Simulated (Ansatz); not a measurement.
Functionals compared on a constructed model of the (100) surface of fcc Ni, ferromagnetic, a pseudomorphic layer of Ge in the host's stacking (bottom of the slab: a bare face, its two planes held), in Ansatz (plane waves, PAW). The structure was relaxed with PBE; the other rows are single points on it. Cutoff 420 eV.

Set-up: 7 atoms, 10.7 Å thick at the start; mesh 15x15x1; 0.1 eV smearing; dipole correction on; 2 atoms held, the rest relaxed; held to the start's symmetry, so lower structures may exist; spin-polarised, ending with about 3.4 μB a cell; orders that need a larger cell were not tried, no spin-orbit, no U. It is one candidate, not shown to be the stable structure of the face. These notes are the PBE run's.

| functional | work function of the top face (eV) | magnetic moment of the cell (μB) | rough cost of the single point |
|---|---|---|---|
| PBE | 4.48 | 3.44 | – |
| RPBE | ___ | 3.49 | around 3 core-minutes (rough) |

Task: Complete the blanks.

Result: 
- RPBE, work function of the top face (eV): 4.37

Ansatz is a program for electronic structure.
